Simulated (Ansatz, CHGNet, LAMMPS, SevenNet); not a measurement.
# Stishovite (SiO2): properties by level of theory

Reference values: lattice constant a 4.179 Å (measured, room temperature, no zero-point or thermal correction; as tabulated in Hiroi (2015), arXiv:1503.02262); lattice parameter c 2.665 Å (measured, room temperature, not corrected to a static lattice; as tabulated in Hiroi (2015), arXiv:1503.02262).

```
level (code)                           equilibrium lattice constant a (Å)  lattice parameter c (Å)
-------------------------------------  ----------------------------------  -----------------------
Tersoff SiO.tersoff (LAMMPS)                                        3.869                    2.960
Vashishta SiO.1994.vashishta (LAMMPS)                               4.499                    3.231
CHGNet-r²SCAN                                                       4.164                    2.684
SevenNet-l3i5                                                       4.233                    2.693
r²SCAN+rVV10 (Ansatz)                                               4.176                    2.668
```

Differences from the reference values (errors of the level alone only where the reference is corrected to a static lattice):

```tsv
level	lattice constant a (%)	lattice parameter c (%)
Tersoff SiO.tersoff	-7.42	+11.1
Vashishta SiO.1994.vashishta	+7.66	+21
CHGNet-r²SCAN	-0.36	+0.71
SevenNet-l3i5	+1.29	+1.05
r²SCAN+rVV10	-0.07	+0.11
```

Nearest: lattice constant a, not ranked (reference at room or unstated temperature); lattice parameter c, not ranked (reference at room or unstated temperature). Values with a doubt, or to which a potential was fitted, aren't ranked.

Empirical potentials (Tersoff SiO.tersoff, Vashishta SiO.1994.vashishta) are fitted to chosen data: where that held the value shown, agreement is built in, and what lay outside the fit can be far off. Machine-learned potentials (CHGNet-r²SCAN, SevenNet-l3i5) are trained on DFT data: a solid inside that data is no test of them.

Caveats: the cell has another shape than the first-principles one, perhaps another minimum in the same group (Tersoff SiO.tersoff, Vashishta SiO.1994.vashishta); the cell moved over 20 % in volume from its start (Vashishta SiO.1994.vashishta). Ansatz's density-functional and Hartree–Fock values are scalar-relativistic unless marked +SOC, with PAW data made under PBE.

Differences are worked out from the printed values.

The computed numbers hold no vibrational or temperature effects.

Ansatz is a quantum-chemistry and plane-wave program.
